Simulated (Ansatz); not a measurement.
A self-consistent single point of MgSc2O4 (Fd-3m, 14 atoms in the cell) with Ansatz (an electronic-structure program).

Level of theory: BLYP, default PAW files made with PBE (plane waves; Ansatz).

```
CELL_PARAMETERS angstrom
      0.00000     4.29046     4.29046
      4.29046     0.00000     4.29046
      4.29046     4.29046     0.00000
ATOMIC_POSITIONS crystal
  Sc 0.12500 0.12500 0.12500
  Sc 0.62500 0.12500 0.12500
  Sc 0.12500 0.62500 0.12500
  Sc 0.12500 0.12500 0.62500
  Mg 0.75000 0.75000 0.75000
  Mg 0.50000 0.50000 0.50000
  O  0.36260 0.36260 0.36260
  O  0.91220 0.36260 0.36260
  O  0.36260 0.91220 0.36260
  O  0.36260 0.36260 0.91220
  O  0.88740 0.88740 0.88740
  O  0.33780 0.88740 0.88740
  O  0.88740 0.33780 0.88740
  O  0.88740 0.88740 0.33780
```

Reference input (self-consistent single point, DFT, LDA (PW92), plane waves, default PAW files made with PBE): basis.ecutwfc = 420 eV; kpoints.mp_grid.grid = 7 7 7; hamiltonian.xc = lda; hamiltonian.pseudopotentials = {kind: paw} (the program's default PAW files); scf.occupations.method = cold; scf.occupations.width = 0.05 eV. This run's input differs from it in these lines:

Ansatz 0.2 input:
```diff
@@ -26,3 +26,3 @@
 hamiltonian:
-  xc: lda
+  xc: blyp
   pseudopotentials: { kind: paw }
```

Output (repeated stretches shortened):

```
SCF iter   1: F=—  HF=-17002.815531 eV  |F-HF|=—  |Δ(HF+E_count)|=         —  Δρ=1.79e-2  dr2=3.39e-1  ethr=1.77e-3  ⟨swp⟩=6.0  Hψ=5289  notcnv=0  defer=8
all-band conjugate gradients solve this SCF's bands
preconditioner: auto → Resta (q_TF=auto, 2.576 Å⁻¹)
SCF iter   2: F=—  HF=-17002.725253 eV  |F-HF|=—  |Δ(HF+E_count)|=   9.03e-2  S|Δr|=    0.00e0  Δρ=4.37e-3  dr2=2.59e-2  ethr=3.02e-4  ⟨swp⟩=2.0  Hψ=2382  notcnv=0  defer=153
   [... lines left out ...]
SCF iter   5: F=—  HF=-17002.719374 eV  |F-HF|=—  |Δ(HF+E_count)|=   6.99e-5  S|Δr|=    0.00e0  Δρ=4.64e-5  dr2=3.69e-6  ethr=1.21e-7  ⟨swp⟩=2.3  Hψ=2004  notcnv=0  defer=157
SCF iter   6: F=—  HF=-17002.719625 eV  |F-HF|=—  |Δ(HF+E_count)|=   2.51e-4  S|Δr|=    0.00e0  Δρ=1.14e-5  dr2=1.68e-7  ethr=3.29e-9  ⟨swp⟩=2.0  Hψ=2340  notcnv=0  defer=157
SCF iter   7: F=-17002.719625 eV  HF=-17002.719625 eV  |F-HF|=4.94e-9  |Δ(HF+E_count)|=   2.71e-8  S|Δr|=    0.00e0  Δρ=3.37e-6  dr2=2.51e-8  ethr=8.93e-11  ⟨swp⟩=9.9  Hψ=5701  notcnv=0
SCF 1 converged in 7 iterations: F = -17002.719625 eV  dr2 = 2.51e-8
Stability not checked (fill_not_monotonic)
Free energy (F): -17002.719625 eV
Internal energy: -17002.719625 eV  (E = F + TS)
E sigma→0 (E₀):  -17002.719625 eV
Fermi energy:    10.352503 eV
--- Forces (eV/Å), atoms counted from 1 ---
  atom   1  Sc     0.00000000    -0.00000000    -0.00000000
  atom   2  Sc     0.00000000     0.00000000     0.00000000
  atom   3  Sc     0.00000000     0.00000000    -0.00000000
  atom   4  Sc    -0.00000000     0.00000000     0.00000000
  atom   5  Mg     0.00000000     0.00000000     0.00000000
   [... lines left out ...]
  atom  14  O      1.18297171     1.18297171    -1.18297171
--- Stress (GPa, compression-positive) ---
       21.973795       0.000000       0.000000
        0.000000      21.973795      -0.000000
        0.000000      -0.000000      21.973795
  P = ⅓ Tr σ = 21.9738 GPa (219.738 kbar)
  The stress holds the Pulay correction. Without it, at fixed plane waves, as pw.x and ABINIT print it: P = 21.2322 GPa
```

The run converged in 7 iterations. Against the reference run the pressure goes from 6.81 to 21.97 GPa, the largest force goes from 1.389 to 2.049 eV/Å and the gap on the mesh goes from 4.057 to 4.235 eV.

The starting cell was generated: these elements placed on a structure prototype, without a prior relaxation; it need not be a known phase or ordering of this composition. With a pressure of about 22 GPa the cell is away from its equilibrium volume at this level. Forces in this geometry exceed 1 eV/Å. Ansatz's pressure includes its estimate of the finite-basis (Pulay) stress. Without the estimate this run gives 21.23 GPa.
